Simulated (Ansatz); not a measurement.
The starting structures come from a database of crystals and need not be the phases stable at ambient conditions.

The decay constant κ of evanescent states in the gap governs leakage through a thin film.

Data:

```
LaSr2O6Sb
1.0
    6.10743     0.00000     0.00000
    0.00000    10.33339     0.00000
    0.00000     3.38793     4.92882
Sr La Sb O
4 2 2 12
Direct
  0.54290   0.25066   0.23259
  0.45710   0.74934   0.76741
  0.04290   0.24934   0.76741
  0.95710   0.75066   0.23259
  0.50000   0.50000   0.50000
  0.00000   0.00000   0.50000
  0.00000   0.50000   0.00000
  0.50000   0.00000   0.00000
  0.80252   0.44912   0.78641
  0.19748   0.55088   0.21359
  0.30252   0.05088   0.21359
  0.69748   0.94912   0.78641
  0.76570   0.06138   0.12817
  0.23430   0.93862   0.87183
  0.26570   0.43862   0.87183
  0.73430   0.56138   0.12817
  0.96076   0.27419   0.32848
  0.03924   0.72581   0.67152
  0.46076   0.22581   0.67152
  0.53924   0.77419   0.32848
```

Space group of this cell: P2_1/c. The cell is taken as given; by r2SCAN its mean pressure is -4.2 GPa.

Transport runs along the normal of the first two printed cell vectors.

No gap correction and no spin-orbit coupling; mid-gap values are interpolated between computed energies.

Task: Estimate the band gap and the smallest decay constant κ at mid-gap that r2SCAN run with Ansatz (a first-principles code) returns for this system.

Result: Gap 3.98 eV on a 6×4×6 mesh; κ = 0.375 1/Å, at the zone centre.
